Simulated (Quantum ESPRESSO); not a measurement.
# Quick settings and what they miss: Sn3Bi (Pm-3m, 4 atoms in the cell)

Self-consistent single point.

```yaml
crystal:
  lattice:
    - [4.88883, 0.00000, 0.00000]
    - [0.00000, 4.88883, 0.00000]
    - [0.00000, 0.00000, 4.88883]
  atoms:
    - { symbol: Sn, position: [0.00000, 0.50000, 0.50000] }
    - { symbol: Sn, position: [0.50000, 0.00000, 0.50000] }
    - { symbol: Sn, position: [0.50000, 0.50000, 0.00000] }
    - { symbol: Bi, position: [0.00000, 0.00000, 0.00000] }
```

Level of theory: PBEsol, PseudoDojo standard norm-conserving (PBESOL) pseudopotentials (plane waves; Quantum ESPRESSO).

Base settings: ecutwfc = 75 Ry; occupations = smearing; smearing = gaussian; degauss = 0.0073499 Ry; potentials = {Sn: Sn.upf, Bi: Bi.upf}; K_POINTS = automatic 9 9 9 0 0 0; conv_thr = 1e-10 Ry.

Tight run (finer mesh or higher cutoff; not a proven limit): ecutwfc: 75 Ry → 105 Ry; conv_thr: 1e-10 Ry → 7.3e-11 Ry; K_POINTS: automatic 9 9 9 0 0 0 → automatic 13 13 13 0 0 0. It gave Fermi level (on the code's own zero) 10.76 eV; pressure -2.66 GPa.

Quick runs, as changes from the base:
- A: the base itself
- B: ecutwfc: 75 Ry → 45 Ry; conv_thr: 1e-10 Ry → 7.3e-06 Ry; K_POINTS: automatic 9 9 9 0 0 0 → automatic 1 1 1 0 0 0
- C: ecutwfc: 75 Ry → 45 Ry; smearing: gaussian → marzari-vanderbilt; degauss: 0.0073499 Ry → 0.036749 Ry; conv_thr: 1e-10 Ry → 7.3e-06 Ry; K_POINTS: automatic 9 9 9 0 0 0 → automatic 3 3 3 1 1 1
- D: ecutwfc: 75 Ry → 52 Ry; smearing: gaussian → marzari-vanderbilt; degauss: 0.0073499 Ry → 0.0099958 Ry; conv_thr: 1e-10 Ry → 7.3e-06 Ry; K_POINTS: automatic 9 9 9 0 0 0 → automatic 4 4 4 1 1 1
- E: ecutwfc: 75 Ry → 60 Ry; K_POINTS: automatic 9 9 9 0 0 0 → automatic 2 2 2 1 1 1
- F: ecutwfc: 75 Ry → 38 Ry; smearing: gaussian → marzari-vanderbilt; degauss: 0.0073499 Ry → 0.036749 Ry; conv_thr: 1e-10 Ry → 7.3e-06 Ry; K_POINTS: automatic 9 9 9 0 0 0 → automatic 4 4 4 1 1 1

Energies are extrapolated to zero smearing width, which holds to low order in the width alone (under cold and Methfessel-Paxton smearing the free energy itself is taken).

The count of work is k-points × plane waves × bands × iterations; it is no time. 

The starting cell comes from a database of computed structures (which also holds hypothetical and non-ambient phases and stackings), without a prior relaxation at this level. Its lattice was rescaled by a random factor within 2.5 % of one.

```tsv
run	energy less tight (meV/atom)	pressure less tight (GPa)	count of work / tight
A	-1.8	-0.10	0.25
B	4262.0	-97.91	0.0029
C	2926.7	-99.58	0.0075
D	547.0	-26.25	0.0092
E	390.0	-1.54	0.0063
F	11249.6	-280.84	0.0058
```

Among the runs at the tight run's level, the energy misses run from 1.8 to 11249.6 meV/atom.
